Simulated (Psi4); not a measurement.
Psi4 1.11, B3LYP/def2-svp: Sr(OH)(OMe)(OH2)2 (C[O][Sr]([OH])(<-[OH2])<-[OH2]), 14 atoms. The geometry is a generated start, not checked to be a minimum at this level.

```json
{
  "task": "energy",
  "method": "b3lyp",
  "basis": "def2-svp",
  "memory": "3 GB",
  "maxiter": "100",
  "keys_of_the_molecule_block": "symmetry c1",
  "scf_type": "df (default)",
  "e_convergence": "1e-06 (default)",
  "d_convergence": "1e-06 (default)",
  "dft_radial_points": "75 (default)",
  "dft_spherical_points": "302 (default)",
  "effective_core_potentials": "those of the basis set, past Kr",
  "basis_functions": "133",
  "grid_points": "299436"
}
```

```xyz
14

Sr    -1.1758     0.2307     0.6433
O      0.6843     0.6697     1.8560
H      1.4241     0.4673     1.2766
O      0.0639    -0.5851    -0.8464
C      0.0317    -0.8113    -2.2113
H     -0.1054     0.1206    -2.7841
H      0.9852    -1.2563    -2.5261
H     -0.7713    -1.5076    -2.4976
O     -0.6021     2.4743     0.5470
H     -0.0308     2.9314    -0.0792
H      0.0411     2.0067     1.1703
O     -0.5671    -1.6392     1.9373
H      0.0678    -0.9118     2.1764
H     -0.0456    -2.1893     1.3378
```

With the defaults (diis = true, scf_initial_accelerator = adiis, damping_percentage = 0, soscf = false, soscf_start_convergence = 0.01, guess = auto, which took SAD, diis_max_vecs = 10) it converges in 10 SCF iterations. One run each on 2 threads, with these changes:
- guess = sadno
- damping_percentage = 20
- guess = sap
- guess = huckel
- soscf = true, soscf_start_convergence = 0.001
- diis = false, scf_initial_accelerator = none, damping_percentage = 60
- diis_max_vecs = 3
- diis_max_vecs = 6
- soscf = true, soscf_start_convergence = 0.1

Q: Name the settings that don't reach the solution of the defaults.

A: No convergence: diis = false, scf_initial_accelerator = none, damping_percentage = 60 (the run ends without SCF convergence in 100 iterations). The rest reach the solution of the defaults.

| setting | SCF iterations | JK calls | end |
|---|---|---|---|
| soscf = true, soscf_start_convergence = 0.1 | 8 | 34 | same solution |
| soscf = true, soscf_start_convergence = 0.001 | 8 | 19 | same solution |
| the defaults | 10 | 11 | same solution |
| guess = sadno | 10 | 10 | same solution |
| guess = huckel | 10 | 34 | same solution |
| diis_max_vecs = 6 | 11 | 12 | same solution |
| diis_max_vecs = 3 | 13 | 14 | same solution |
| guess = sap | 16 | 16 | same solution |
| damping_percentage = 20 | 19 | 20 | same solution |
| diis = false, scf_initial_accelerator = none, damping_percentage = 60 | 100 | 101 | no convergence |

An SOSCF iteration holds several JK calls; a Hückel guess adds calls on atoms. 1 further run of the study ended by our limits or in an error and is left out.
